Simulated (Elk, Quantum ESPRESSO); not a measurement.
## Equation of state of zinc-blende ZnSe (space group 216): energy against volume (Elk, LDA)

```
ZnSe
1.0
    0.00000     2.72474     2.72474
    2.72474     0.00000     2.72474
    2.72474     2.72474     0.00000
Zn Se
1 1
Cartesian
  0.00000   0.00000   0.00000
  4.08711   4.08711   4.08711
```

Method of the run: LDA (PW92), all-electron FP-LAPW, Elk's shipped species files, APW+lo basis with extra local orbitals in Elk. Settings: rgkmax = 9.12; swidth = 0.000367493 Ha; ngridk = 10 10 10; gmaxvr = 16 1/bohr; nxlo = 2; lorbcnd = true; rmtscf = 0.87; lmaxi = 3; maxscl = 100; sphere radii = {Zn: 2.088, Se: 2.088} bohr. The cell above is the first row's. The rows scale it uniformly. In all rows fractional positions and the k mesh are held. E is the free energy at the stated smearing, counted from the lowest row.

| V (Å^3/atom) | E (meV/atom) |
|---|---|
| 20.229 | ? |
| 20.669 | 8.69 |
| 21.109 | 2.09 |
| 21.548 | 0.00 |
| 21.988 | 1.99 |
| 22.428 | 7.59 |
| 22.868 | 16.30 |
| 23.307 | 27.97 |
| 23.747 | 42.07 |

**Question.** Fit E against V with the third-order Birch-Murnaghan form, a cubic in V^(-2/3), and predict the withheld value at V = 20.229.

**Answer.** With u = V^(-2/3) - 0.127, the rows have u = 0.005776, 0.003925, 0.002140, 0.000412, -0.001260, -0.002878, -0.004442, -0.005960. Least squares gives E = 3.031 - 2792.8·u + 642139·u² + 1923201·u³. Residuals (row less fit): -0.004, 0.012, -0.014, 0.000, 0.024, -0.042, 0.032, -0.009; standard error 0.031 (degrees of freedom: 4). Its minimum lies at u = 0.002154, so V0 = (0.129154)^(-3/2) = 21.54. There d²E/du² = 1309000 and d³E/du³ = 1.154e7, so B0 = (4/9) × 21.54^(-7/3) × 1309000 × 0.160218 = 72.2 GPa (the last factor turns the table's units into GPa), and B0' = 4 + (2/3) × 0.129154 × (1.154e7)/1309000 = 4.8. At the withheld row, u = 0.007695, so E = 3.031 - 2792.8 × 0.007695 + 642139 × 0.007695² + 1923201 × 0.007695³ = 20.440 meV/atom. The calculation gives 20.20 meV/atom, 0.240 meV/atom below the prediction (0.6 % of the range of E in the table). The row lies outside the fitted rows, so this is an extrapolation. From the scatter of the fitted rows alone, a prediction at this place has a standard error of 0.091 meV/atom, so the miss is 2.6 times that.

Carrying the step between the two nearest rows on in a straight line would have given 15.29, off by 4.91; series whose last step already gives the withheld value aren't shown. The scan was laid around a cell of about the measured size, scaled by a guess for this functional. The runs keep the symmetry of the cell, so they don't test it for distortions. A plane-wave scan with the same functional (Quantum ESPRESSO, GBRV) gives V0 = 21.63 Å^3/atom and B0 = 71.5 GPa; a Birch-Murnaghan fit to all rows here lies -0.4 % from it in V0 and 0 % in B0; the two differ in basis, and may differ in potentials and mesh. Values depend on the basis (sphere radii, cutoffs, local orbitals), which need not be converged. Sphere radii are the same in all rows. Cutoffs and mesh are single choices, not tested for convergence of this quantity. Series with a scatter that would blur these digits, or in which a gap closes, are not shown. Nor are scans whose minimum lies at an end fitted in this form.
